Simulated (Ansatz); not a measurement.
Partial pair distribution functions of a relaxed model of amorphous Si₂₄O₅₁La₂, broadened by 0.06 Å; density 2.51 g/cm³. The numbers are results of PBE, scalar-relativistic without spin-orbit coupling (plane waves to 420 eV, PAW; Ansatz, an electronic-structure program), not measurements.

Preparation: random packing, a CHGNet melt and quench, and a DFT relaxation. O atoms were pushed apart under 1.9 Å during the dynamics, to hinder bonds among them. The hot cell started wider than the set density and was brought back towards it in steps. It is the lowest in DFT energy of 2 quenches. It is a model cell: composition and starting density were chosen by hand, and all elements were melted together. No dispersion term was used. Its density started from a set value of 2.51 and ended at 2.51 g/cm³. Cooling (nominally 400 K/ps over its main leg) ran many orders faster than in experiment, which tends to leave more defects and strain. One small periodic cell is one sample of the glass; other quenches scatter about these values. The volume was held where the preparation left it and the shape relaxed, at a PBE pressure of 1.6 GPa. Stress components on the final sampling reach 1.6 GPa.

| r (Å) | g Si-O | g O-La | g Si-Si | g O-O |
|---|---|---|---|---|
| 1.35 | 0.00 | 0.00 | 0.00 | 0.00 |
| 1.45 | 0.47 | 0.00 | 0.00 | 0.00 |
| 1.55 | 8.30 | 0.00 | 0.00 | 0.00 |
| 1.65 | 15.37 | 0.00 | 0.00 | 0.00 |
| 1.75 | 2.93 | 0.00 | 0.00 | 0.00 |
| 1.85 | 0.33 | 0.00 | 0.00 | 0.00 |
| 1.95 | 0.04 | 0.00 | 0.00 | 0.00 |
| 2.05 | 0.00 | 0.17 | 0.00 | 0.00 |
| 2.15 | 0.00 | 1.87 | 0.00 | 0.00 |
| 2.25 | 0.00 | 4.82 | 0.00 | 0.01 |
| 2.35 | 0.00 | 4.45 | 0.01 | 0.11 |
| 2.45 | 0.00 | 0.91 | 0.20 | 0.50 |
| 2.55 | 0.00 | 0.14 | 0.29 | 3.03 |
| 2.65 | 0.00 | 0.85 | 0.18 | 6.31 |
| 2.75 | 0.00 | 1.31 | 0.77 | 3.51 |
| 2.85 | 0.02 | 2.60 | 1.78 | 1.27 |
| 2.95 | 0.26 | 0.87 | 3.28 | 0.60 |
| 3.05 | 0.29 | 0.10 | 4.06 | 0.50 |
| 3.15 | 0.32 | 0.55 | 3.43 | 0.39 |
| 3.25 | 0.77 | 0.27 | 1.62 | 0.37 |
| 3.35 | 1.03 | 0.01 | 0.30 | 0.64 |
| 3.45 | 1.09 | 0.23 | 0.01 | 0.77 |
| 3.55 | 1.13 | 1.08 | 0.03 | 0.72 |
| 3.65 | 1.19 | 0.77 | 0.16 | 0.58 |
| 3.75 | 1.33 | 0.05 | 0.05 | 0.61 |
| 3.85 | 1.38 | 0.01 | 0.12 | 0.57 |
| 3.95 | 1.57 | 0.28 | 0.60 | 0.56 |
| 4.05 | 2.05 | 0.90 | 0.87 | 0.70 |
| 4.15 | 2.23 | 1.37 | 0.83 | 0.74 |
| 4.25 | 1.47 | 1.72 | 0.70 | 0.87 |
| 4.35 | 0.95 | 1.42 | 0.81 | 0.95 |
| 4.45 | 0.91 | 1.96 | 0.85 | 0.99 |
| 4.55 | 0.73 | 2.35 | 1.21 | 1.06 |
| 4.65 | 0.81 | 1.28 | 1.16 | 1.21 |
| 4.75 | 0.63 | 0.87 | 1.07 | 1.46 |
| 4.85 | 0.54 | 1.51 | 1.16 | 1.54 |
| 4.95 | 0.58 | 1.56 | 1.31 | 1.35 |
| 5.05 | 0.77 | 1.18 | 1.38 | 1.27 |

Within 1.98 Å each Si has 4.00 O neighbours on average.
